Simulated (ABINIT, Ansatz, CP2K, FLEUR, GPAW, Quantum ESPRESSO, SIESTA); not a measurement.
**Al3GaN4 (P-43m, 8 atoms in the cell) computed with different codes at matched settings**

Self-consistent single point, at a second geometry (lattice scaled by 0.98). First geometry:

```
CELL_PARAMETERS angstrom
      4.40144     0.00000     0.00000
      0.00000     4.40144     0.00000
      0.00000     0.00000     4.40144
ATOMIC_POSITIONS crystal
  Al 0.50000 0.50000 0.00000
  Al 0.00000 0.50000 0.50000
  Al 0.50000 0.00000 0.50000
  Ga 0.00000 0.00000 0.00000
  N  0.74416 0.74416 0.25584
  N  0.74416 0.25584 0.74416
  N  0.25584 0.25584 0.25584
  N  0.25584 0.74416 0.74416
```

Shared settings, as Ansatz (a first-principles code) writes them: kpoints.mp_grid.grid = 6 6 6; scf.occupations.method = fermi_dirac; scf.occupations.width = 0.0015 Ry. Potentials and cutoffs stand in the table.

```tsv
code	model	ΔF from the first geometry (meV/atom)	pressure (GPa)	largest force (eV/Å)	gap on the mesh (eV)	cutoff
FLEUR	LDA (Perdew-Zunger), all-electron FLAPW (FLEUR), scalar-relativistic valence	11.4	–	0.152	3.419	Kmax 4.5 1/bohr
SIESTA	LDA PW92, numerical atomic orbitals DZP, PseudoDojo LDA standard norm-conserving potentials (rewritten from UPF to PSML)	12.7	10.19	0.095	3.423	grid 300 Ry
Quantum ESPRESSO	LDA (PW92), PseudoDojo standard norm-conserving (LDA) pseudopotentials	3.5	7.61	0.100	3.435	85 Ry
ABINIT	LDA (PW92), norm-conserving pseudopotentials (PseudoDojo nc-sr-04 LDA standard)	3.5	7.61	0.100	3.435	42 Ha
CP2K	LDA (Pade form), GPW, DZVP-MOLOPT-SR-GTH basis, GTH-PADE potentials (GTH_POTENTIALS)	6.7	8.34	0.051	3.434	grid 600 Ry
GPAW	LDA (Perdew-Wang 92), GPAW PAW datasets LDA (gpaw-data 1.0.1)	22.8	–	0.379	3.422	900 eV
Ansatz	LDA (PW92), PAW files made with PBE	7.6	8.41	0.140	3.413	30.9 Ry
```

A dash marks a value that a program does not give, or that is left out as unsure.

Gaps are read on the mesh.

The spread over the programs that give each value: ΔF from the first geometry within 19.3 meV/atom; pressure within 2.58 GPa; largest force within 0.328 eV/Å; gap on the mesh within 0.022 eV.

SIESTA and CP2K use small atom-centred bases, whose incompleteness enters pressures, forces and empty levels differently from a plane-wave cutoff. FLEUR treats all electrons, but the usual bases taken here (sphere radii, linearisation, local orbitals, empty states) were not tested for convergence, so the values are no reference for the others. Ansatz's pressure is given at a fixed set of plane waves, as the other plane-wave codes print theirs; with its correction for the finite basis it is 8.80 GPa (the shift of 0.38 GPa shows how far the cutoff is from converged). The pressure of GPAW is left out: its cutoff lies under the one at which its stress was checked. In the pressure, SIESTA (by 2.58) lies more than 1 GPa from the median of the plane-wave programs. In the force vectors, SIESTA (by 0.195), CP2K (by 0.151) and GPAW (by 0.479) lie more than 0.08 eV/Å from the median of the plane-wave programs.

The starting cell comes from a database of computed structures (which also holds hypothetical and non-ambient phases and stackings), without a prior relaxation at this level. For this run, on top of that: lattice scaled by 0.98.

Keys are those of Ansatz 0.2.
